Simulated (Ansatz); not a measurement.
**Sensitivity of a calculation on SiC (F-43m, 2 atoms in the cell) to its settings**

```
CELL_PARAMETERS angstrom
      0.00000     2.12736     2.12736
      2.12736     0.00000     2.12736
      2.12736     2.12736     0.00000
ATOMIC_POSITIONS crystal
  Si 0.25000 0.25000 0.25000
  C  0.00000 0.00000 0.00000
```

Base run A: HSE06, PAW files made with PBE (Ansatz, an electronic-structure program), self-consistent single point.

Its settings: basis.ecutwfc = 420 eV; kpoints.mp_grid.grid = 11 11 11; hamiltonian.xc = hse06; hamiltonian.pseudopotentials = {kind: paw} (the program's default PAW files); scf.occupations.method = fixed.

The starting cell comes from a database of computed structures (which also holds hypothetical and non-ambient phases and stackings), without a prior relaxation at this level. Its lattice was rescaled by a random factor within 2.5 % of one. In the base run, with a pressure of about 17 GPa the cell is away from its equilibrium volume at this level. Ansatz's pressure includes its estimate of the finite-basis (Pulay) stress.

ΔF is the free energy per atom less that of run A. A dash stands where there is no value to compare (another energy zero or no entropy term, no result, no spin, no clean gap, or a mesh too coarse for one). Total energies depend on the potentials, the functional and any Hubbard or dispersion term, so they are compared only between runs that share all of them.

| run | change | ΔF (meV/atom) | pressure (GPa) | gap on the mesh (eV) |
|---|---|---|---|---|
| A | base | 0.00 | 17.39 | 2.294 |
| B | hamiltonian.xc: hse06 → pbe [PBE] | – | 21.91 | 1.395 |
| C | hamiltonian.xc: hse06 → pbe0 [PBE0] | – | 17.22 | 3.015 |
| D | scf.convergence.dr2_threshold: default (1e-07 eV) → 1e-08 eV | 0.00 | 17.39 | 2.294 |
| E | scf.mixing.algorithm: default (the program chose MSR1) → anderson; scf.mixing.beta: default → 0.5 | 0.00 | 17.39 | 2.294 |
| F | scf.mixing.algorithm: default (the program chose MSR1) → broyden; scf.mixing.ndim: default → 4 | 0.00 | 17.39 | 2.294 |
| G | basis.precision: default → f64 | 0.00 | 17.39 | 2.294 |

Run B against A: The pressure goes from 17.39 to 21.91 GPa and the gap on the mesh goes from 2.294 to 1.395 eV.

Run F against A: The free energy stays essentially unchanged (within 1 meV/atom), the pressure stays at 17.39 GPa and the gap on the mesh stays at 2.294 eV.

Run C against A: The pressure goes from 17.39 to 17.22 GPa and the gap on the mesh goes from 2.294 to 3.015 eV.

Keys are those of Ansatz 0.2.
